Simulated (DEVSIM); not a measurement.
Structure: Pd/SiO2/n-Ge capacitor, at 300 K.

Layer 1 from the left is SiO2, thickness (nm) 1.00. Layer 2 from the left is Ge, thickness (nm) 8000, Nd (cm⁻³) 2.8e14.

Metal gate on the left, work function 5.2 eV. Fixed charge at the semiconductor interface 8.6e11 cm⁻² (in units of +e); no interface traps.

The device is made up for the run: typed textbook-type constants, with dimensions and the other settings drawn at random. Values at 300 K.

SiO2: gap (eV) 9, affinity (eV) 0.9, permittivity 3.9. Ge: gap (eV) 0.664, affinity (eV) 4, permittivity 16, Nc (cm⁻³) 1.04e19, Nv (cm⁻³) 6e18.

Q: Estimate by hand the flat-band voltage, the threshold voltage, and compare with a numerical solution.

A: 
- Flat-band voltage: C = 3.45 μF/cm², work-function difference 0.928 V; VFB = φms − qNf/C = 0.89 V; numerical 0.89 V.
- Threshold voltage: φF = 0.067 V, depletion charge √(4εqNφF) = 4.13e-9 C/cm²; VT = VFB − 2φF − Qd/C = 0.75 V; numerical 0.75 V.

Simulated with DEVSIM: 1D Poisson equation in equilibrium, Boltzmann statistics, complete ionisation; no quantum confinement or tunnelling. Metal contacts follow the ideal Schottky-Mott rule: no Fermi-level pinning, no interface dipoles.
